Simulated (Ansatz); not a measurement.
A calculation on CoSn (P6/mmm, No. 191, 6 atoms in the cell; start mp-20536) returned lattice constant a 5.167 Å, lattice parameter c 4.135 Å, equilibrium volume per atom 15.94 Å³/atom.

Q: Which level of theory produced these numbers?
A. LDA (Ansatz, a first-principles code)
B. r²SCAN (Ansatz)
C. PBE (Ansatz)
D. PBEsol (Ansatz)

A: A, LDA (Ansatz)

The others give: PBE 5.289 Å, 4.245 Å, 17.14 Å³/atom; r²SCAN 5.238 Å, 4.196 Å, 16.62 Å³/atom; PBEsol 5.214 Å, 4.181 Å, 16.41 Å³/atom.

Unless a cell is named, each level is at its own relaxed cell (LDA 15.94, PBE 17.14, PBEsol 16.41, r²SCAN 16.62 Å³/atom).

The crystal itself was run without spin with PBE, r²SCAN, PBEsol, LDA; a magnetic state was not tried in these runs.

Caveats: the relaxation could not lower the start's symmetry, so the cell can be a saddle point above a distorted one (PBE, r²SCAN, PBEsol, LDA). Ansatz's density-functional and Hartree–Fock values are scalar-relativistic unless marked +SOC, with PAW data made under PBE.

A start named mp-… is a Materials Project structure, which need not be a measured phase.
